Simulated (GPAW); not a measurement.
A working GPAW input for LiCaGe2 (Pnma, 16 atoms in the cell) (DFT PBEsol, plane waves, GPAW PAW datasets PBEsol (made by gpaw-setup)):

```python
from ase import Atoms
from ase.dft.kpoints import monkhorst_pack
from ase.units import GPa
from gpaw import GPAW

atoms = Atoms(['Ge', 'Ge', 'Ge', 'Ge', 'Li', 'Li', 'Li', 'Li', 'Ge', 'Ge', 'Ge', 'Ge', 'Ca', 'Ca', 'Ca', 'Ca'],
              cell=[[8.070000, 0.000000, 0.000000],
                    [0.000000, 3.930000, 0.000000],
                    [0.000000, 0.000000, 10.770000]],
              scaled_positions=[[0.660000, 0.250000, 0.677000],
                                [0.840000, 0.750000, 0.177000],
                                [0.160000, 0.250000, 0.823000],
                                [0.340000, 0.750000, 0.323000],
                                [0.995000, 0.250000, 0.617000],
                                [0.505000, 0.750000, 0.117000],
                                [0.495000, 0.250000, 0.883000],
                                [0.005000, 0.750000, 0.383000],
                                [0.227000, 0.250000, 0.437000],
                                [0.273000, 0.750000, 0.937000],
                                [0.727000, 0.250000, 0.063000],
                                [0.773000, 0.750000, 0.563000],
                                [0.135000, 0.250000, 0.135000],
                                [0.365000, 0.750000, 0.635000],
                                [0.635000, 0.250000, 0.365000],
                                [0.865000, 0.750000, 0.865000]],
              pbc=True)

calc = GPAW(mode={'name': 'pw', 'ecut': 550},
            xc='PBEsol',
            kpts=monkhorst_pack((2, 3, 2)) + [0, 0.5 / 3, 0],
            occupations={'name': 'methfessel-paxton', 'width': 0.1, 'order': 0},
            nbands=-20,
            convergence={'density': 1e-05},
            symmetry={'symmorphic': False, 'tolerance': 0.0005},
            maxiter=120,
            txt='-')

atoms.calc = calc

energy = atoms.get_potential_energy()
print('Energy (eV):', round(energy, 6))
forces = atoms.get_forces()
print('Forces (eV/Ang):')
print(forces.round(5))
stress = atoms.get_stress()
print('Stress (GPa, Voigt):', (stress / GPa).round(4))
```

The run converged in 25 iterations: free energy E − TS (from the program's reference atoms) -65.4720 eV; pressure -1.66 GPa; largest force (vector length) 0.158 eV/Å. Each of these slips is then made, one at a time:

(1)
```diff
-                                [0.635000, 0.250000, 0.365000],
-                                [0.865000, 0.750000, 0.865000]],
+                                [0.635000, 0.250000, 0.365000]],
```

(2)
```diff
-calc = GPAW(mode={'name': 'pw', 'ecut': 550},
+calc = GPAW(mode={'name': 'pw', 'ecut': 120},
```

(3)
```diff
-            maxiter=120,
+            maxiter=5,
```

Problem. What happens in each case?

Solution. 
(1) An atom count that does not match the list of atoms. The program stopped before any SCF iteration, with the message: ValueError: Array "positions" has wrong length: 15 != 16..

(2) A basis or grid far too coarse for these potentials. The run converged in 28 iterations without an error; against the sound input the free energy goes up by 944 meV/atom, the pressure goes from -1.66 to -30.07 GPa and the largest force goes from 0.158 to 0.187 eV/Å.

(3) An iteration limit that is too low. The run ended unconverged after 5 iterations, with the message: gpaw.KohnShamConvergenceError: Did not converge! See text output for help..

The starting cell comes from a database of published, mostly measured structures (it also holds non-ambient and calculated ones), without a prior relaxation at this level.

Left out of this page: 3 runs of the series outside the window shown, repeating another row's setting, or not comparable; 1 run of the series held back from this collection.
